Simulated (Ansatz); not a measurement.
The cell is built on a prototype and need not be the phase stable at ambient conditions.

By PBEsol, the system below comes out a metal.

A figure of merit of an interconnect metal is its ballistic conductance per area.

Input:

```xyz
2
Lattice="3.1247 0.0000 0.0000 0.0000 4.4190 0.0000 0.0000 2.2095 2.2095" Properties=species:S:1:pos:R:3 pbc="T T T"
W      0.0000     0.0000     0.0000
Re     1.5624     2.2095     0.0000
```

Space group of this cell: Pm-3m, CsCl type. The cell was relaxed by PBE-D3(BJ); by PBEsol its mean pressure is -2.2 GPa.

The current flows along the normal of the first two printed cell vectors. No spin-orbit coupling; the value is a mean over 0.1 eV about the Fermi level.

Question: State the ballistic conductance per area according to PBEsol in Ansatz (an electronic-structure program).

Answer: 1.5 × 10¹⁵ S/m² for both spins.
